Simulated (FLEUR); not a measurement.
FLEUR run on Zn₃Ir (I4/mmm, 4 atoms in the cell): self-consistent single point.

Method: LDA (Perdew-Zunger), all-electron FLAPW (FLEUR), scalar-relativistic valence run with FLEUR.

```yaml
crystal:
  lattice:
    - [-1.85258, 1.85258, 4.03130]
    - [1.85258, -1.85258, 4.03130]
    - [1.85258, 1.85258, -4.03130]
  atoms:
    - { symbol: Zn, position: [0.75000, 0.25000, 0.50000] }
    - { symbol: Zn, position: [0.25000, 0.75000, 0.50000] }
    - { symbol: Zn, position: [0.50000, 0.50000, 0.00000] }
    - { symbol: Ir, position: [0.00000, 0.00000, 0.00000] }
```

Reference input (self-consistent single point, DFT, PBEsol, all-electron FLAPW (FLEUR), scalar-relativistic valence): Kmax = 4.4 1/bohr; GmaxXC = 13.2 1/bohr; xcFunctional = PBEs; jspins = 1; l_soc = F; mode = gauss; fermiSmearingEnergy = 0.00999582 Htr; mesh (inpgen div1-3) = 8 8 8; inpgen gamma flag = true; Gmax = 13.2 1/bohr; numbands = 0; maxIterBroyd = 15. This run's input differs from it in these lines:

```diff
@@ -16,3 +16,3 @@
 &comp jspins=1 /
-&exco xctyp='PBEs' /
+&exco xctyp='pz' /
 &kpt div1=8 div2=8 div3=8 gamma=t /
@@ -29,3 +29,3 @@
       <coreElectrons ctail="T" frcor="F" kcrel="0" coretail_lmax="0"/>
-      <xcFunctional name="PBEs" relativisticCorrections="F"/>
+      <xcFunctional name="pz" relativisticCorrections="F"/>
       <magnetism jspins="1"/>
```

The program printed (abridged):

```
 Iteration:     1   Distance:      17.05240903 me/bohr^3
 Iteration:     2   Distance:      13.34919892 me/bohr^3
 Iteration:     3   Distance:       7.97873413 me/bohr^3
 Iteration:     4   Distance:       4.98290362 me/bohr^3
 Iteration:     5   Distance:       3.45570888 me/bohr^3
   [... 11 lines left out ...]
 Iteration:    17   Distance:       0.00015656 me/bohr^3
 Iteration:    18   Distance:       0.00008205 me/bohr^3
 Iteration:    19   Distance:       0.00003559 me/bohr^3
 Iteration:    20   Distance:       0.00000987 me/bohr^3
 Run finished successfully
 Stop message:
   Structural relaxation: Done

[file out, last iteration]
             iter=     21
[...]
          total density-effective poten   -3.9833152049E+04
          total charge density-energy d   -5.4599107702E+02
 Updated energy parameters for spin:           1
[...]
 fermi energy and band-weighting factors:

[...]
FERMIE:
          first approx. to ef    (T=0)  :   0.380921 htr   (energy of the highest occ. eigenvalue)
          number of occ. states  (T=0)  :       1502
          first approx. to seigv (T=0)  :  -0.904278 htr
          sum of weights of occ. states :  25.503906
          sum of semicore charge        :   0.000000 e
          fermi energy=   0.38221 har   work function= -10.40049 ev
          number of valence electrons=  51.00000
     band-weighting factor for spin=    1
   [... lines left out ...]
          total moment                 =     0.00000
 Direct bandgap for spin            1 :    2.9449044447638018E-002  Htr
 ---->    free energy=                    -23228.4846001827 htr
   [... lines left out ...]
 TOTAL FORCE FOR ATOM TYPE=  1  X=  3.501   Y=  0.000   Z= -3.809
                       FX_TOT= 0.000000 FY_TOT= 0.000000 FZ_TOT= 0.000000
 TOTAL FORCE FOR ATOM TYPE=  2  X=  0.000   Y=  0.000   Z=  7.618
                       FX_TOT= 0.000000 FY_TOT= 0.000000 FZ_TOT= 0.000000
 TOTAL FORCE FOR ATOM TYPE=  3  X=  0.000   Y=  0.000   Z=  0.000
                       FX_TOT= 0.000000 FY_TOT= 0.000000 FZ_TOT= 0.000000
 Structural relaxation: Done
```

The run converged in 20 iterations. FLEUR gives forces in its relaxation mode, with a further iteration, so its stop message speaks of a relaxation. 

The starting cell comes from a database of computed structures (which also holds hypothetical and non-ambient phases and stackings), without a prior relaxation at this level. Its lattice was rescaled by a random factor within 2.5 % of one. Spin-orbit coupling is off. Spin polarisation is off. Values depend on the basis (sphere radii, cutoffs, local orbitals), which need not be converged. The log's line on a gap gives a spacing of levels on this mesh, which the program prints for metals too.

Cost on one core of a shared machine: roughly 4 min.
